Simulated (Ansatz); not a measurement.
**A computed series for ZrO2: pressure series**

Consider ZrO$_{2}$ (space group P4_2/nmc, No. 137).

ZrO$_{2}$ is taken in the tetragonal space group P4₂/nmc, origin choice 1 (No. 137), Pearson symbol tP6. Lattice parameters: a = b = 3.601 Å, c = 5.228 Å, α = β = γ = 90.00°. Zr on 2a is coordinated by 4 O at 2.074 Å and 4 O at 2.399 Å. O on 4d is coordinated by 2 Zr at 2.074 Å and 2 Zr at 2.399 Å (tetrahedral). (Neighbours: up to the widest gap in distance over summed covalent radii, below 1.35, at either atom; cation-cation and far metal-metal contacts left out.)

Cell and atoms are relaxed at each pressure.

All numbers come from r2SCAN in Ansatz (plane waves to 500 eV, PAW, no spin-orbit coupling).

```
pressure (GPa)  volume per atom (Å³/atom)
--------------  -------------------------
-2                                 11.431
-1                                 11.364
0                                  11.301
0.9                                11.245
2.1                                11.173
4.5                                11.041
15                                 10.555
22.5                                    ?
30                                 10.030
```

Question: Fit the third-order Birch–Murnaghan form P(V) = (3B₀/2)[(V₀/V)^(7/3) − (V₀/V)^(5/3)]·[1 + (3/4)(B₀′ − 4)((V₀/V)^(2/3) − 1)] (squares taken in P) to the rows shown and predict the withheld row.

Answer: Least squares on the printed values gives V₀ = 11.301 Å³/atom, B₀ = 182 GPa, B₀′ = 5.4; this predicts 10.273 Å³/atom, and the run gives 10.274 Å³/atom, in agreement.

Load acts through the strain it causes; cell and atoms are relaxed under it. No phonon test of stability was made. Competing high-pressure phases were not computed. This is not the structure that ZrO2 has at room temperature and ambient pressure.

Ansatz is an electronic-structure program.
